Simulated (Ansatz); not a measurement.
# Zn on the Al site (Zn_Al) (wurtzite AlN host)

Method: PBE, PAW (plane waves to 420 eV; Ansatz, an electronic-structure program). A 3×2×2 supercell of 96 sites was used; the energies come from a 2×2×2 shifted sampling of its zone. Site at the start: the Al site. Charged cells carry a point-charge image correction with potential alignment at far atoms. Dielectric constants: PBE linear response of the host. Host gap at this level: 4.03 eV. Finite-size and sampling errors can reach tenths of an eV here. Levels are measured in PBE's own, too narrow, gap. Spin–orbit coupling is left out. Each state is the lowest found from its start.

```tsv
charge	moment (μB)	largest move off a lattice site (Å)	image correction with alignment (eV)
+1†	not spin-polarised	0.13	0.18
0	1.0	0.14	0.00
−1	not spin-polarised	0.15	0.18
```

† Not settled in this cell, so no level is given: charge +1: a level filled in part, carriers not clearly localised, level within 0.1 eV of a band edge or past it.

Transition levels above the valence-band maximum: ε(0/−1) = 0.42 eV. With a charge missing or unsettled, these needn't be thermodynamic levels.

Flagged in the runs: a host whose relaxation on this sampling wasn't shown to rest.
